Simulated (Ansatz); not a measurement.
The parent structure is Al₂O₃ in the corundum structure (space group R-3c, No. 167).

```
CELL_PARAMETERS angstrom
      2.40441     1.38819     4.37462
     -2.40441     1.38819     4.37462
      0.00000    -2.77638     4.37462
ATOMIC_POSITIONS crystal
  Al 0.64785 0.64785 0.64785
  Al 0.14785 0.14785 0.14785
  Al 0.35215 0.35215 0.35215
  Al 0.85215 0.85215 0.85215
  O  0.75000 0.44383 0.05617
  O  0.05617 0.75000 0.44383
  O  0.25000 0.55617 0.94383
  O  0.55617 0.94383 0.25000
  O  0.94383 0.25000 0.55617
  O  0.44383 0.05617 0.75000
```

Cartesian axes are those of the cell as printed.

Computed with Kohn–Sham DFT with the PBE functional, run in Ansatz (a first-principles code) with PAW and 420 eV plane waves, no spin-orbit coupling.

For the base:

| Item | Value |
|---|---|
| Shortest interatomic distance | 1.874 Å |

Perturbation: uniaxial strain ε_zz = −2.25 %, all other strain components held at zero, atoms relaxed at fixed cell.

Predict the new shortest interatomic distance.

The shortest interatomic distance shrinks by 0.0117 Å, from 1.874 Å to 1.863 Å.

Estimate the effect on the energy relative to the base.

The energy goes up by 6.4 meV/atom.

Stability against distortions was not tested.
